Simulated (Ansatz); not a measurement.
The parent structure is TiO₂ in the rutile structure (space group P4_2/mnm, No. 136; a = 4.548 Å, c = 2.917 Å). Axes: x, y, z lie along a, b, c of the conventional cell.

The values are results of Ansatz (a program for electronic structure), LDA, PAW, cutoff 420 eV, no spin-orbit coupling, not measurements.

Before the change:

- Electron mass: 0.52 mₑ along c, 1.1 mₑ across (at Γ)
- Gap character: direct at Γ

Modification: uniaxial strain ε_zz = +2.40 %, all other strain components held at zero; the atoms relax in the strained cell.

Question: Estimate the effect on the electron mass.

Answer: The electron mass changes from 0.52 mₑ along c, 1.1 mₑ across (at Γ) to 0.55 mₑ along z, 1.1 mₑ across (at Γ).

Question: Estimate the effect on the stress.

Answer: The stress (xx, yy, zz, yz, xz, xy; compression positive) is (-4.01, -4.01, -11.79, 0.00, 0.00, 0.00) GPa.

Question: Estimate the effect on the gap character.

Answer: The gap character stays direct at Γ.

Effective masses come from finite differences of ±0.01 Å⁻¹. No phonon test of stability was made. All final runs are without spin polarisation.
